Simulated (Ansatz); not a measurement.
```xyz
2
Lattice="0.0000 2.5170 2.5170 2.5170 0.0000 2.5170 2.5170 2.5170 0.0000" Properties=species:S:1:pos:R:3 pbc="T T T"
Sn     0.0000     0.0000     0.0000
C      1.2585     1.2585     1.2585
```

Computed with PBE with spin-orbit coupling, rigid bands (plane waves, PAW; Ansatz, an electronic-structure program). How the cell was made: cell and atoms relaxed with PBEsol.

Task: What conductivity effective mass do dilute electrons have at 300 K?

Result: 0.094 mₑ.

Task: Predict the hole conductivity mass (n e² τ/σ) at 300 K, by direction if it differs.

Result: 0.64 mₑ.

Task: And the band gap?

Result: 0.79 eV at this level; semilocal functionals usually fall short of the measured gap.

Rigid bands, one relaxation time for all states, no polarons. Geometry: cell and atoms relaxed with PBEsol.

Computed structure with no diffraction record at hand here (it may be known, metastable or hypothetical): SnC (F-43m).
